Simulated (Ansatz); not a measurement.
Cost and result by functional for the surface energy of the (110) surface of rock-salt TiC in its 1x1 cell (cut with top plane C + Ti, bottom plane C + Ti), outermost plane spacing 1.53 Å in the ideal cut, in Ansatz (plane waves, PAW). Single points on the PBE structure, on one kind of machine; costs are rough ratios of the slab run's core time (references not counted) to the cheapest single point. r2SCAN's cost holds its higher cutoff (500 against 420 eV). Differences are taken against r2SCAN for comparison alone: no measured value is at hand, so the table doesn't rank accuracy.

Model: 16-atom slab, C8Ti8, 10.7 Å thick at the start, 12x9x1 mesh, Fermi-Dirac 0.1 eV, dipole correction, all atoms relaxed; symmetry of the start imposed; no spin, no spin-orbit, no U. These notes are the PBE run's.

| functional | relative cost | surface energy (J/m²) | less r2SCAN (J/m²) |
|---|---|---|---|
| LDA | 1 | 4.13 | 0.23 |
| PBEsol | 1 | 3.95 | 0.04 |
| RPBE | 1 | 3.37 | -0.53 |
| r2SCAN | 2 | 3.90 | 0.00 |
| PBE (the relaxed run's value) | – | 3.62 | -0.28 |

The values span 0.76 J/m², while the single points' costs differ by a factor of roughly 2. Differences are of unrounded values.

Ansatz is a program for electronic structure.
